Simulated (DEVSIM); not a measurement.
System: Si/Ge n-p heterojunction, at 300 K.

```tsv
layer (left to right)	material	thickness (μm)	Nd (cm⁻³)	Na (cm⁻³)	τn (s)	τp (s)
1	Si	0.450	9.9e17	-	0.0004	0.0004
2	Ge	0.0900	-	5.1e16	0.0004	0.0004
```

Left contact: ohmic. Right contact: ohmic. Voltage is applied to the left contact. Recombination: SRH at mid-gap, radiative, Auger. Mobility is μmin + (μ − μmin)/(1 + (N/Nref)^α).

This is a model device: material constants are rounded textbook-type values typed into the input, and sizes, dopings and lifetimes were drawn at random. Values at 300 K.

```tsv
parameter	Si	Ge
gap (eV)	1.124	0.664
affinity (eV)	4.05	4
permittivity	11.7	16
Nc (cm⁻³)	2.86e19	1.04e19
Nv (cm⁻³)	3.1e19	6e18
μn (cm²/Vs)	1417	3900
μp (cm²/Vs)	470	1900
μn,min	52	150
μp,min	45	100
Nref,n	9.7e16	2.6e17
Nref,p	2.2e17	4e17
αn	0.68	0.56
αp	0.72	0.6
B (cm³/s)	4.7e-15	6.4e-14
Cn (cm⁶/s)	2.8e-31	1e-31
Cp (cm⁶/s)	9.9e-32	1e-31
```

Simulated with DEVSIM: 1D drift-diffusion, Boltzmann statistics, complete ionisation; no tunnelling, impact ionisation, image-force lowering or self-heating. Band offsets follow the typed affinities; no thermionic-emission limit at abrupt steps, no polarisation charge.

Problem. Tabulate band edges, carrier densities and field at zero bias.

Solution. Energies count from the Fermi level of the right contact; mesh points crowd at the junctions.

```json
[
 {"x (μm)": "0.000", "Ec (eV)": "0.087", "Ev (eV)": "-1.037", "n (cm⁻³)": "9.9e17", "p (cm⁻³)": "120", "field (V/cm)": "≈ 0"},
 {"x (μm)": "0.003677", "Ec (eV)": "0.087", "Ev (eV)": "-1.037", "n (cm⁻³)": "9.9e17", "p (cm⁻³)": "120", "field (V/cm)": "≈ 0"},
 {"x (μm)": "0.01011", "Ec (eV)": "0.087", "Ev (eV)": "-1.037", "n (cm⁻³)": "9.9e17", "p (cm⁻³)": "120", "field (V/cm)": "≈ 0"},
 {"x (μm)": "0.02033", "Ec (eV)": "0.087", "Ev (eV)": "-1.037", "n (cm⁻³)": "9.9e17", "p (cm⁻³)": "120", "field (V/cm)": "≈ 0"},
 {"x (μm)": "0.04899", "Ec (eV)": "0.087", "Ev (eV)": "-1.037", "n (cm⁻³)": "9.9e17", "p (cm⁻³)": "120", "field (V/cm)": "≈ 0"},
 {"x (μm)": "0.08936", "Ec (eV)": "0.087", "Ev (eV)": "-1.037", "n (cm⁻³)": "9.9e17", "p (cm⁻³)": "120", "field (V/cm)": "≈ 0"},
 {"x (μm)": "0.1600", "Ec (eV)": "0.087", "Ev (eV)": "-1.037", "n (cm⁻³)": "9.9e17", "p (cm⁻³)": "120", "field (V/cm)": "≈ 0"},
 {"x (μm)": "0.2944", "Ec (eV)": "0.087", "Ev (eV)": "-1.037", "n (cm⁻³)": "9.9e17", "p (cm⁻³)": "120", "field (V/cm)": "≈ 0"},
 {"x (μm)": "0.3631", "Ec (eV)": "0.087", "Ev (eV)": "-1.037", "n (cm⁻³)": "9.9e17", "p (cm⁻³)": "120", "field (V/cm)": "≈ 0"},
 {"x (μm)": "0.4024", "Ec (eV)": "0.087", "Ev (eV)": "-1.037", "n (cm⁻³)": "9.9e17", "p (cm⁻³)": "120", "field (V/cm)": "≈ 0"},
 {"x (μm)": "0.4237", "Ec (eV)": "0.087", "Ev (eV)": "-1.037", "n (cm⁻³)": "9.9e17", "p (cm⁻³)": "120", "field (V/cm)": "270"},
 {"x (μm)": "0.4403", "Ec (eV)": "0.093", "Ev (eV)": "-1.031", "n (cm⁻³)": "7.9e17", "p (cm⁻³)": "150", "field (V/cm)": "14000"},
 {"x (μm)": "0.4466", "Ec (eV)": "0.111", "Ev (eV)": "-1.013", "n (cm⁻³)": "3.9e17", "p (cm⁻³)": "300", "field (V/cm)": "51000"},
 {"x (μm)": "0.4500", "Ec (eV)": "0.185", "Ev (eV)": "-0.479", "n (cm⁻³)": "8.2e15", "p (cm⁻³)": "5.3e10", "field (V/cm)": "74000"},
 {"x (μm)": "0.4550", "Ec (eV)": "0.216", "Ev (eV)": "-0.448", "n (cm⁻³)": "2.4e15", "p (cm⁻³)": "1.8e11", "field (V/cm)": "62000"},
 {"x (μm)": "0.4619", "Ec (eV)": "0.258", "Ev (eV)": "-0.406", "n (cm⁻³)": "4.8e14", "p (cm⁻³)": "9.0e11", "field (V/cm)": "58000"},
 {"x (μm)": "0.4734", "Ec (eV)": "0.320", "Ev (eV)": "-0.344", "n (cm⁻³)": "4.3e13", "p (cm⁻³)": "1.0e13", "field (V/cm)": "51000"},
 {"x (μm)": "0.4908", "Ec (eV)": "0.401", "Ev (eV)": "-0.263", "n (cm⁻³)": "1.9e12", "p (cm⁻³)": "2.3e14", "field (V/cm)": "41000"},
 {"x (μm)": "0.5172", "Ec (eV)": "0.490", "Ev (eV)": "-0.174", "n (cm⁻³)": "6.0e10", "p (cm⁻³)": "7.2e15", "field (V/cm)": "27000"},
 {"x (μm)": "0.5285", "Ec (eV)": "0.517", "Ev (eV)": "-0.147", "n (cm⁻³)": "2.1e10", "p (cm⁻³)": "2.1e16", "field (V/cm)": "22000"},
 {"x (μm)": "0.5352", "Ec (eV)": "0.531", "Ev (eV)": "-0.133", "n (cm⁻³)": "1.2e10", "p (cm⁻³)": "3.5e16", "field (V/cm)": "20000"},
 {"x (μm)": "0.5400", "Ec (eV)": "0.541", "Ev (eV)": "-0.123", "n (cm⁻³)": "8.6e9", "p (cm⁻³)": "5.1e16", "field (V/cm)": "20000"}
]
```
